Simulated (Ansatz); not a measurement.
# Effect of electrons 1.0×10^21 cm⁻³ on ZnO

Base system: ZnO in the wurtzite structure (space group P6_3mc, No. 186; a = 3.2796 Å, c = 5.2933 Å).

It is then changed as follows: electron doping at 1.0×10^21 cm⁻³ (0.0493 per cell), with a uniform compensating background at fixed cell and a 300 K Fermi–Dirac width.

Level of theory: PBE, PAW, 420 eV (Ansatz, a first-principles code; no SOC). k-mesh 21×21×11 (Γ-centred); smearing 0.0259 eV (Fermi–Dirac).

The gap between the host's bands shrinks by 0.026 eV to 0.72 eV and the gap character is still direct at Γ. The Fermi level relative to the doped band's edge (positive inside the band; to 0.05 eV) amounts to +1.15 eV.

Carriers are added with a uniform compensating background; total energy and stress of such cells depend on the potential's zero and are not compared; many-body gap narrowing is missing at this level. Stability against distortions was not tested.
